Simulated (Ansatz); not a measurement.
Pressure series in SnSe2

Base system: SnSe₂ in the CdI2 type structure (space group P-3m1, No. 164; layered, stacked along the Cartesian z axis).

```yaml
crystal:
  lattice:
    - [3.84028, 0.00000, 0.00000]
    - [-1.92014, 3.32578, 0.00000]
    - [0.00000, 0.00000, 6.00569]
  atoms:
    - { symbol: Sn, position: [0.00000, 0.00000, 0.00000] }
    - { symbol: Se, position: [0.33333, 0.66667, 0.26533] }
    - { symbol: Se, position: [0.66667, 0.33333, 0.73467] }
```

Cell and atoms are relaxed at each pressure.

Levels (all Ansatz, a program for electronic structure, PAW): PBE-D3(BJ) (420 eV, scalar-relativistic without spin-orbit coupling); r2SCAN+rVV10 (500 eV, without spin-orbit coupling).

The base cell above is that of PBE-D3(BJ); each level relaxes its own structures.

| case | volume per atom, PBE-D3(BJ) | volume per atom, r2SCAN+rVV10 |
|---|---|---|
| pressure 0.9 GPa | 24.87 Å³ | 25.54 Å³ |
| pressure 2.1 GPa | 24.16 Å³ | 24.77 Å³ |
| pressure 4.5 GPa | 23.07 Å³ | 23.66 Å³ |
| pressure 9 GPa | 21.73 Å³ | [?] |
| pressure 15 GPa | 20.53 Å³ | 20.93 Å³ |
| pressure 22.5 GPa | 19.39 Å³ | [?] |
| pressure 30 GPa | 18.48 Å³ | [?] |

Problem. Some entries are withheld; estimate them.

Solution. 
- pressure 9 GPa, volume per atom, r2SCAN+rVV10: 22.26 Å³
- pressure 22.5 GPa, volume per atom, r2SCAN+rVV10: 19.77 Å³
- pressure 30 GPa, volume per atom, r2SCAN+rVV10: 18.86 Å³

PBE-D3(BJ) lies below r2SCAN+rVV10 in every row, by 0.37 Å³ to 0.67 Å³. They put the cases in the same order.

A case with no gap was solved on a k-mesh chosen for an insulator, which is coarse for it. Load acts through the strain it causes; cell and atoms are relaxed under it. No phonon test of stability was made. Competing high-pressure phases were not computed. All final runs are without spin polarisation.
